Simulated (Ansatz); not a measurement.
The reference is a 16-atom supercell of ZnCu₂SnSe₄ (space group I-4, No. 82) at its relaxed geometry.

```
ZnCu2SnSe4
1.0
   -5.69923     5.69923     0.00000
    2.84961     2.84961     5.69125
    2.84961     2.84961    -5.69125
Cu Zn Sn Se
4 2 2 8
Direct
  0.00000   0.00000   0.00000
  0.50000   0.50000   0.50000
  0.25000   0.50000   0.00000
  0.75000   0.00000   0.50000
  0.75000   0.50000   0.00000
  0.25000   0.00000   0.50000
  0.00000   0.50000   0.50000
  0.50000   0.00000   0.00000
  0.00385   0.63303   0.89289
  0.50385   0.13303   0.39289
  0.99615   0.10711   0.36697
  0.49615   0.60711   0.86697
  0.73704   0.63378   0.37392
  0.23704   0.13378   0.87392
  0.26296   0.62608   0.36622
  0.76296   0.12608   0.86622
```

Level of theory: DFT with r2SCAN, PAW potentials and a 500 eV plane-wave cutoff in Ansatz (a first-principles code), scalar-relativistic without spin-orbit coupling.

One neutral defect a cell, atoms relaxed at fixed cell.

One change was made to it. Results:

The largest displacement of a host atom from its site in the perfect cell is 0.12 Å; the pressure goes from zero to -1.9 GPa.

Problem. What was done to the base?
(A) Se on a Cu site (antisite), symmetric start
(B) Sn interstitial (started 2.35 Å from the nearest host atom)
(C) Zn vacancy

Solution. C, Zn vacancy. For comparison, the largest displacement of a host atom from its site in the perfect cell in the other runs: Sn interstitial (started 2.35 Å from the nearest host atom) gives 0.48 Å; Se on a Cu site (antisite), symmetric start gives 0.58 Å.

In so small a cell the defect repeats every few ångströms: this is an ordered compound, not a dilute defect. A case with no gap was solved on a k-mesh chosen for an insulator, which is coarse for it. Defects with a symmetric start kept the site's symmetry and may sit on a saddle; the others started slightly shaken. All final runs are without spin polarisation.
